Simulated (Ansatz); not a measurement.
# Gd under a change: pressure −2 GPa

Base system: Gd in the hcp (Mg type) structure (space group P6_3/mmc, No. 194; a = 3.566 Å, c = 5.695 Å; ferromagnetic).

Now apply this change: a negative pressure, −2 GPa.

Level of theory: PBEsol (Ansatz, a first-principles code), scalar-relativistic without spin-orbit coupling. k-mesh 15×15×8 (Γ-centred); smearing 0.05 eV (Fermi–Dirac).

The volume per atom goes up by 1.962 Å³, from 31.35 Å³ to 33.32 Å³ and the density falls by 0.49 g/cm³ to 7.84 g/cm³. The lattice parameter a grows by 7.35 pm to 363.9 pm and the c/a ratio hardly moves (1.597 against 1.596). The enthalpy H = E + PV relative to the base's energy is -0.40 eV/atom and the band gap is still zero. The magnetic state stays ferromagnetic and the largest site moment hardly moves (7.34 μB against 7.36 μB).

Final structure:

```
CELL_PARAMETERS angstrom
      3.63928     0.00000     0.00000
     -1.81964     3.15171     0.00000
      0.00000     0.00000     5.80930
ATOMIC_POSITIONS crystal
  Gd 0.33333 0.66667 0.75000
  Gd 0.66667 0.33333 0.25000
```

Other magnetic orders, which the real material may have, were not ruled out. The state of the 4f shell was not checked for lower solutions. Load acts through the strain it causes; cell and atoms are relaxed under it. Whether these cells are dynamically stable was not tested.
